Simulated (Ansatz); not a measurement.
Output of an Ansatz run (abridged):

```
WARN the atoms were moved onto the symmetric positions of the space group found under crystal.symmetry.tolerance 1.0e-5 (fractional …
WARN basis.ecutwfc = 420 eV, the default
WARN ansatz: RAYON_NUM_THREADS=1 ignored (pool sized by the plan → 1); use --threads N
Pseudopotentials: kind: paw
Pseudopotential: Cd, paw, valence charge 20
Pseudopotential: Se, paw, valence charge 16
Crystal: 4 atoms, lattice volume = 114.554 Å³
Basis set: ecut = 420 eV, 2249 PW (Γ), exchange–correlation on 60×60×96 points (8 copies of the dense FFT grid, shifted against one another)
Bands: 44, of which v1, the nominal top of the filled ones, is band 36 counted from 1 (35 counted from 0)
Symmetry: 12 space group operations
Space group: P63mc (ITA 186), of the structure as read, at distance tolerance 4.9e-5 Å
k-points: 10 of 75 (time reversal used)
Initial density: superposition of atomic densities (neutral atoms: chi_scale 0, normalization atom), corrected by the library's trained network
Initial wavefunctions: pseudopotential atomic-orbital guess
Eigensolver: davidson
Functional: x = pbe(κ = 0.804, μ = 0.2195149727645171), c = pbe(β = 0.06672455060314922)
SCF iter   1: F=—  HF=-27449.546745 eV  |F-HF|=—  |Δ(HF+E_count)|=         —  Δρ=7.39e-4  dr2=1.25e-3  ethr=1.77e-3  ⟨swp⟩=6.5  Hψ=1652  notcnv=0
all-band conjugate gradients solve this SCF's bands
preconditioner: auto → Resta (q_TF=auto, 2.525 Å⁻¹)
SCF iter   2: F=—  HF=-27449.547972 eV  |F-HF|=—  |Δ(HF+E_count)|=   1.23e-3  Δρ=4.37e-4  dr2=3.95e-4  ethr=1.73e-6  ⟨swp⟩=2.1  Hψ=749  notcnv=0  defer=32
SCF iter   3: F=—  HF=-27449.548046 eV  |F-HF|=—  |Δ(HF+E_count)|=   7.37e-5  Δρ=2.05e-4  dr2=3.40e-5  ethr=5.49e-7  ⟨swp⟩=2.0  Hψ=636  notcnv=0  defer=32
SCF iter   4: F=—  HF=-27449.548027 eV  |F-HF|=—  |Δ(HF+E_count)|=   1.90e-5  Δρ=8.85e-5  dr2=9.63e-6  ethr=4.72e-8  ⟨swp⟩=2.2  Hψ=722  notcnv=0  defer=32
SCF iter   5: F=—  HF=-27449.548040 eV  |F-HF|=—  |Δ(HF+E_count)|=   1.28e-5  Δρ=3.20e-5  dr2=1.78e-6  ethr=1.34e-8  ⟨swp⟩=2.0  Hψ=574  notcnv=0  defer=32
SCF iter   6: F=-27449.548042 eV  HF=-27449.548042 eV  |F-HF|=1.52e-7  |Δ(HF+E_count)|=   1.77e-6  Δρ=8.42e-6  dr2=7.42e-8  ethr=1.39e-10  ⟨swp⟩=7.1  Hψ=2101  notcnv=0
SCF 1 converged in 6 iterations: F = -27449.548042 eV  dr2 = 7.42e-8
SCF converged after 6 iterations
Free energy (F): -27449.548042 eV
Harris-Foulkes:  -27449.548042 eV  (|F-HF|=1.52e-7)
Internal energy: -27449.548042 eV  (E = F + TS)
E sigma→0 (E₀):  -27449.548042 eV
Fermi energy:    7.544674 eV
--- Per-component energies (eV) ---
  E_band       = -1794.988713
  E_kinetic    = 1247.364031
  E_local      = -12859.369144  (includes V_loc(G=0)·N_el)
  E_nonlocal   = -1124.559160
  E_hartree    = 6111.919470
  E_xc         = -561.980672
  E_vxc        = -639.709246  (∫ρ·V_xc dr)
  E_paw        = -11989.417901  (= ΣΔE_a)
  E_vpaw       = -642.561960  (= ΣTr[D̂ρ^β])
  E_aug_tail   = -0.001148  (compensation charges beyond the density's cutoff)
  E_ewald      = -8273.503517
  E_smearing   = -0.000000  (= −TS)
  E_closure    = 0.000000  (closes the sum)
  Σ components = -27449.548042   (vs F -27449.548042, Δ=0.00e0)
--- Forces (eV/Å), atoms counted from 1 ---
  atom   1  Cd    -0.00000000     0.00000000     0.00989567
  atom   2  Cd     0.00000000    -0.00000000     0.00989567
  atom   3  Se    -0.00000000     0.00000000    -0.00988355
  atom   4  Se     0.00000000    -0.00000000    -0.00988355
  max |Σ_I F_I| component: 2.43e-5 eV/Å
--- Stress (GPa, compression-positive) ---
        1.910191      -0.000000       0.000000
        0.000000       1.910191       0.000000
        0.000000      -0.000000       1.850275
  P = ⅓ Tr σ = 1.8902 GPa (18.902 kbar)
  The stress holds the Pulay correction. Without it, at fixed plane waves, as pw.x and ABINIT print it: P = 1.8559 GPa
--- Band table (eV; the first three rows and the last of 10) ---
  k-point 0: bands = ["-94.3718", "-94.3718", "-55.4416", "-55.4413", "-55.4413", "-55.4413", "-55.4413", "-55.4413", "-39.3800", "-39.3799", "-39.3788", "-39.3788", "-39.3787", "-39.3787", "-39.3757", "-39.3757", "-39.3757", "-39.3757", "-5.2688", [...]
  k-point 1: bands = ["-94.3718", "-94.3718", "-55.4415", "-55.4414", "-55.4413", "-55.4413", "-55.4413", "-55.4413", "-39.3800", "-39.3799", "-39.3788", "-39.3788", "-39.3787", "-39.3787", "-39.3757", "-39.3757", "-39.3757", "-39.3757", "-5.1775", [...]
  k-point 2: bands = ["-94.3718", "-94.3718", "-55.4416", "-55.4414", "-55.4413", "-55.4413", "-55.4413", "-55.4413", "-39.3800", "-39.3799", "-39.3788", "-39.3788", "-39.3787", "-39.3787", "-39.3757", "-39.3757", "-39.3757", "-39.3756", "-5.1579", [...]
  k-point 9: bands = ["-94.3718", "-94.3718", "-55.4415", "-55.4415", "-55.4414", "-55.4414", "-55.4414", "-55.4413", "-39.3799", "-39.3799", "-39.3788", "-39.3788", "-39.3788", "-39.3788", "-39.3757", "-39.3757", "-39.3757", "-39.3756", "-4.8499", [...]
```

The structure:

```
CELL_PARAMETERS angstrom
      4.32827     0.00000     0.00000
     -2.16414     3.74839     0.00000
      0.00000     0.00000     7.06077
ATOMIC_POSITIONS crystal
  Cd 0.66667 0.33333 0.49995
  Cd 0.33333 0.66667 0.99995
  Se 0.66667 0.33333 0.87591
  Se 0.33333 0.66667 0.37591
```

**Question.** Reconstruct the input of this run.

**Answer.** Other spellings and defaults could give the same log, and not every line can be read from it. The input that was run (DFT, PBE, plane waves, default PAW files):

Ansatz 0.2 input:
```yaml
crystal:
  lattice:
    - [4.328271, 0.000000, 0.000000]
    - [-2.164136, 3.748392, 0.000000]
    - [0.000000, 0.000000, 7.060772]
  atoms:
    - { symbol: Cd, position: [0.666667, 0.333333, 0.499950] }
    - { symbol: Cd, position: [0.333333, 0.666667, 0.999950] }
    - { symbol: Se, position: [0.666667, 0.333333, 0.875910] }
    - { symbol: Se, position: [0.333333, 0.666667, 0.375910] }
kpoints:
  mp_grid: { grid: [5, 5, 3] }
hamiltonian:
  xc: pbe
  pseudopotentials: { kind: paw }
scf:
  occupations: { method: fermi_dirac, width: 0.0007 Ry }
output:
  forces: true
  eigenvalues: true
  stress: true
```

The starting cell comes from a database of computed structures (which also holds hypothetical and non-ambient phases and stackings), without a prior relaxation at this level. Its lattice was rescaled by a random factor within 2.5 % of one. Ansatz's pressure includes its estimate of the finite-basis (Pulay) stress.

Ansatz is a quantum-chemistry and plane-wave program.
